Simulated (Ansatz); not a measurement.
Structures of equal composition on the (111) surface of fcc Al: a pseudomorphic layer of Pt in the host's stacking; a pseudomorphic layer of Pt in the other hollow. The slabs share one bottom face, and each structure is named by its start. These are constructed structures in small cells; real faces may alloy, dewet or reconstruct in larger ones, and not all known structures of the face are among them. Slabs of about 12 Å, Fermi-Dirac smearing of 0.1 eV. Bottom of the slabs: a bare face, its two planes held. Relaxed from the named starts with such symmetry as they have, on meshes of like density; energies extrapolated to zero smearing; spin only where a row says so; no spin-orbit coupling, no U. Brackets mark spin-polarised runs, whose order is one that fits the cell.

All values below come from PBE (plane waves to 420 eV, PAW; Ansatz, a program for electronic structure).

**Question.** Order them by energy per 1x1 cell (lowest first) at the level PBE.

**Answer.** a pseudomorphic layer of Pt in the host's stacking (0.000 eV), a pseudomorphic layer of Pt in the other hollow (0.045 eV)
